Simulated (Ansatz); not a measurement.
# Effect of biaxial strain −2.49 %, plane normal [001], relaxed out of plane on TiN

Base system: TiN in the rock salt structure (space group Fm-3m, No. 225; a = 4.233 Å). Axes: x, y, z lie along the cube axes.

Perturbation: biaxial strain −2.49 %, plane normal [001], relaxed out of plane (Cartesian); in-plane vectors clamped, the third vector and the atoms free.

Method: Ansatz (an electronic-structure program) r2SCAN, without spin-orbit coupling. k-mesh 19×19×19 (Γ-centred); smearing 0.05 eV (Fermi–Dirac).

```json
[
 {"quantity": "volume per atom", "base": "9.48 Å³", "changed": "9.11 Å³", "shift": "-0.364 Å³"},
 {"quantity": "shortest interatomic distance", "base": "2.116 Å", "changed": "2.064 Å", "shift": "-0.0527 Å"},
 {"quantity": "energy relative to the base (free energy F)", "base": "0 meV/atom", "changed": "+28 meV/atom", "shift": "+28 meV/atom"},
 {"quantity": "band gap", "base": "zero", "changed": "zero", "shift": "–"},
 {"quantity": "out-of-plane strain (rough)", "base": "–", "changed": "+1.13 %", "shift": "–"}
]
```

Final structure (turned so that z lies along the plane normal):

```
TiN
1.0
    2.91831     0.00000     0.00000
    0.00000     2.91831     0.00000
    1.45916    -1.45916     2.14026
N Ti
1 1
Direct
  0.00000   0.00000   0.00000
  0.50000   0.50000   0.00000
```

Without a gap, meshes like the base's 19×19×19 leave anisotropic stresses uncertain by several tenths of a GPa, and small strain energies with them. Stability against distortions was not tested. The final runs are not spin-polarised. An odd electron count without spin: TiN.
